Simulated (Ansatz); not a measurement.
BAs, alloy series

Start from BAs in the zinc blende structure (space group F-43m, No. 216).

```
BAs
1.0
    0.00000     2.38393     2.38393
    2.38393     0.00000     2.38393
    2.38393     2.38393     0.00000
As B
1 1
Cartesian
  3.57590   3.57590   3.57590
  0.00000   0.00000   0.00000
```

The other end (x = 1) is GaAs in the zinc blende structure (space group F-43m, No. 216): 22.65 Å³/atom, gap 0.42 eV.

Ga replaces a fraction x of B; each row is one arrangement (x, atoms in the cell, starting space group or random), fully relaxed.

Method: PBEsol (Ansatz, a program for electronic structure; PAW; 420 eV plane waves; no spin-orbit coupling).

Candidates:
(a) x(Ga) = 0.5, 8 atoms, I-42d
(b) x(Ga) = 0.25, 8 atoms, Pmm2
(c) x(Ga) = 0.25, 8 atoms, Amm2

### Question
Order them by mixing energy, lowest first.

### Answer
(a) x(Ga) = 0.5, 8 atoms, I-42d (+92 meV/atom), (b) x(Ga) = 0.25, 8 atoms, Pmm2 (+126 meV/atom), (c) x(Ga) = 0.25, 8 atoms, Amm2 (+182 meV/atom)

Each cell is one ordered arrangement of few atoms, which overstates ordering effects compared with a random alloy. No phonon test of stability was made.
